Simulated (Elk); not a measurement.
Elk run on ZrTi (P1, 2 atoms in the cell): self-consistent single point.

Level of theory: Elk with PBEsol, all-electron FP-LAPW, Elk's shipped species files, APW+lo basis with extra local orbitals.

```xyz
2
Lattice="3.1119 0.0000 0.0000 0.0000 3.1119 0.0000 0.0000 0.0000 4.1978" Properties=species:S:1:pos:R:3 pbc="T T T"
Zr     1.5627     1.5573     2.1687
Ti    -0.0068    -0.0013    -0.0699
```

Reference input (self-consistent single point, DFT, LDA (PW92), all-electron FP-LAPW, Elk's shipped species files, APW+lo basis with extra local orbitals): xctype = 3; rgkmax = 7.5; stype = 0; swidth = 0.00367493 Ha; ngridk = 8 8 6; gmaxvr = 14 1/bohr; nxlo = 2; lorbcnd = true; lmaxi = 2. This run's input differs from it in these lines:

```diff
@@ -4,3 +4,3 @@
 xctype
-  3
+  22
```

The program printed (abridged):

```
│ Self-consistent loop started │
│ Loop number : 1 │
 total energy                :     -4450.65646485
│ Loop number : 2 │
 total energy                :     -4450.67241323
RMS change in Kohn-Sham potential (target) :   0.2015321211     (  0.1000000000E-05)
Absolute change in total energy (target)   :   0.1594838405E-01 (  0.1000000000E-03)
│ Loop number : 3 │
 total energy                :     -4450.74521102
RMS change in Kohn-Sham potential (target) :   0.2022444205     (  0.1000000000E-05)
Absolute change in total energy (target)   :   0.7678488419E-01 (  0.1000000000E-03)
│ Loop number : 4 │
   [... lines left out ...]
Absolute change in total energy (target)   :   0.5475998105E-03 (  0.1000000000E-03)
│ Loop number : 13 │
 total energy                :     -4450.11206739
RMS change in Kohn-Sham potential (target) :   0.6376982416E-05 (  0.1000000000E-05)
Absolute change in total energy (target)   :   0.2706624491E-04 (  0.1000000000E-03)
│ Loop number : 14 │
 total energy                :     -4450.11207264
RMS change in Kohn-Sham potential (target) :   0.6449093556E-06 (  0.1000000000E-05)
Absolute change in total energy (target)   :   0.1516996235E-05 (  0.1000000000E-03)
Convergence targets achieved

│ Loop number : 15 │

Energies :
 Fermi                       :     0.309705373949
 total energy                :     -4450.11206844

Density of states at Fermi energy :    81.98165872
 (states/Hartree/unit cell)

Estimated indirect band gap :   0.8236702285E-04
 from k-point    234 to k-point    172
Estimated direct band gap   :   0.7113137842E-02
 at k-point    226

Charges :
 core                        :    38.00000000
 valence                     :    24.00000000
 interstitial                :    3.662268916
 muffin-tins (core leakage)
  species :    1 (Zr)
   atom    1                 :    38.04225954     (  0.2901080009E-05)
  species :    2 (Ti)
   atom    1                 :    20.29547154     (  0.5488907107E-09)
 total in muffin-tins        :    58.33773108
 total calculated charge     :    62.00849263
 total charge                :    62.00000000
 error                       :   0.8492628832E-02

│ Self-consistent loop stopped │
```

The run converged in 15 iterations. The count includes the last loop, which Elk runs after its targets are met. 

The starting cell comes from a database of computed structures (which also holds hypothetical and non-ambient phases and stackings), without a prior relaxation at this level. Its atoms were displaced at random from the sites of space group no. 123. Spin polarisation is off. Values depend on the basis (sphere radii, cutoffs, local orbitals), which need not be converged. The log's line on a gap gives a spacing of levels on this mesh, which the program prints for metals too.

Cost on one core of a shared machine: roughly 6 min.
